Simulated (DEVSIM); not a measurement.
Structure: Schottky contact on n-type β-Ga2O3, at 300 K.

```csv
layer (left to right),material,thickness (μm),Nd (cm⁻³),τn (s),τp (s)
1,β-Ga2O3,0.350,5e15,5e-8,5e-8
```

Left contact: Schottky, work function 5.66 eV, emission velocity 2.3e6 cm/s. Right contact: ohmic. Voltage is applied to the left contact. Recombination: SRH at mid-gap, radiative, Auger. Mobility is constant in doping.

This is a model device: material constants are rounded textbook-type values typed into the input, and sizes, dopings and lifetimes were drawn at random. Values at 300 K.

```
parameter      β-Ga2O3
-------------  -------
gap (eV)           4.8
affinity (eV)        4
permittivity        10
Nc (cm⁻³)       3.7e18
Nv (cm⁻³)         5e20
μn (cm²/Vs)        160
μp (cm²/Vs)          1
B (cm³/s)        1e-12
Cn (cm⁶/s)       1e-31
Cp (cm⁶/s)       1e-31
```

DEVSIM, 1D drift-diffusion, Boltzmann statistics, complete ionisation; no tunnelling, impact ionisation, image-force lowering or self-heating. Metal contacts follow the ideal Schottky-Mott rule: no Fermi-level pinning, no interface dipoles.

**Question.** Give the dark forward current.

**Answer.** 
```json
[
 {"V (V)": "0.50", "J (A/cm²)": "3.3e-14"},
 {"V (V)": "0.60", "J (A/cm²)": "1.6e-12"},
 {"V (V)": "0.75", "J (A/cm²)": "5.0e-10"},
 {"V (V)": "0.85", "J (A/cm²)": "2.3e-8"},
 {"V (V)": "0.95", "J (A/cm²)": "1.1e-6"},
 {"V (V)": "1.10", "J (A/cm²)": "0.00034"},
 {"V (V)": "1.20", "J (A/cm²)": "0.015"},
 {"V (V)": "1.30", "J (A/cm²)": "0.63"},
 {"V (V)": "1.40", "J (A/cm²)": "19"},
 {"V (V)": "1.55", "J (A/cm²)": "300"},
 {"V (V)": "1.65", "J (A/cm²)": "620"},
 {"V (V)": "1.75", "J (A/cm²)": "970"},
 {"V (V)": "1.90", "J (A/cm²)": "1500"},
 {"V (V)": "2.00", "J (A/cm²)": "1900"}
]
```
